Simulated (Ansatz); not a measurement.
F on the 1x1 (110) surface of bcc W, one in a 3x3 cell, energies for each (64.5 Å²). Energies are against ½ F2(g), without zero-point or thermal terms; each row is named by its start.

Calculation: PBE (plane waves to 420 eV, PAW; Ansatz, a first-principles code).

Model: 37-atom slab, 6.6 Å thick at the start under the adsorbate (thin: gaps and levels are the slab's own), 4x4x1 mesh, Fermi-Dirac 0.1 eV, dipole correction, 18 atoms held, the rest relaxed; each run with such symmetry as its start has; no spin, no spin-orbit, no U, no dispersion correction.

A negative adsorption energy means that the adsorbate is more stable on the surface than in its reference. Heights count from the host atoms within 0.3 Å of the top one.

```csv
starting site,E_ads (eV),height (Å),nearest host atom (Å),bonded to,Δ work function (eV),lateral drift (Å)
top W,-3.78,___,W 1.89,W,___,0.0
hollow W-W-W,___,1.56,W 2.12,3 W,0.02,0.3
```

**Question.** Some entries are withheld; supply them.

**Answer.** 
- top W, height (Å): 2.14
- top W, Δ work function (eV): 0.30
- hollow W-W-W, E_ads (eV): -3.69
